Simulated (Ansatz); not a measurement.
# GaSb (model structure, started from the h-BN type, P6₃/mmc, No. 194, 4 atoms in the cell)

All values below come from PBEsol (Ansatz, a program for electronic structure, PAW).

Numerical settings: plane-wave cutoff 500 eV, 12×12×4 k mesh (along the axes of the cell as run), Fermi–Dirac smearing 0.05 eV, scalar-relativistic PAW data made under PBE.

Cell (relaxed at this level):

Space group P6₃/mmc (No. 194); a = 4.734 Å, b = 4.734 Å, c = 5.724 Å, α = 90.00°, β = 90.00°, γ = 120.00°

| atom | site | symmetry | x | y | z |
|---|---|---|---|---|---|
| Ga | 2c | -6m2 | 0.3333 | 0.6667 | 0.2500 |
| Sb | 2d | -6m2 | 0.6667 | 0.3333 | 0.2500 |

```yaml
band_gap: zero (no gap)
```

Note: the relaxation could raise the start's symmetry but not lower it, so the cell can be a saddle point.

Spin–orbit coupling is not included.

Static lattice: no zero-point or thermal effects.

A model structure was made by putting elements into a prototype or built by hand; it is no filed structure, need not be a known phase, and can be a saddle point held by its symmetry.
